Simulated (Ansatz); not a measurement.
LiF (model structure, F-43m, No. 216, 2 atoms in the cell) was calculated with G0W0@PBEsol in Ansatz (plane waves, hard PAW, contour deformation).

The cell is the one relaxed with PBEsol. Conventional cell: a = 4.3076 Å, b = 4.3076 Å, c = 4.3076 Å, α = 90.00°, β = 90.00°, γ = 90.00°.

One run with a 8×8×8 mesh, response cutoff 100 eV and 83 empty bands, not extrapolated in mesh or basis; no spin–orbit coupling.

Highest filled and lowest empty level by k point (fractions of the reciprocal vectors of the cell (0.000 2.154 2.154) (2.154 0.000 2.154) (2.154 2.154 0.000) Å; eV from the valence maximum of each method):

| k | PBEsol filled | PBEsol empty | QP filled | QP empty |
|---|---|---|---|---|
| 0 0 0 | 0.00 | 7.68 | 0.00 | 11.91 |
| 0 0.125 0.375 | -0.28 | 10.39 | -0.34 | 14.97 |
| 0 0.125 -0.5 | -0.34 | 11.73 | ? | ? |
| 0 0.125 -0.25 | -0.14 | 9.99 | -0.17 | 14.54 |
| 0 0.25 -0.25 | -0.27 | 11.16 | -0.32 | 15.82 |
| 0.125 0.25 0.375 | -0.25 | 9.92 | ? | ? |
| 0.125 0.25 -0.5 | -0.37 | 11.17 | -0.44 | 15.80 |
| 0.125 -0.5 -0.375 | -0.78 | 11.02 | -0.94 | 15.39 |

**Question.** Estimate the withheld levels to about 0.1 eV.

**Answer.** 
- 0 0.125 -0.5, QP filled: -0.40
- 0 0.125 -0.5, QP empty: 16.46
- 0.125 0.25 0.375, QP filled: -0.30
- 0.125 0.25 0.375, QP empty: 14.45

Note: the relaxation could raise the start's symmetry but not lower it, so the cell can be a saddle point.

A model structure was made by putting elements into a prototype or built by hand; it is no filed structure, need not be a known phase, and can be a saddle point held by its symmetry.

Ansatz is a first-principles code.
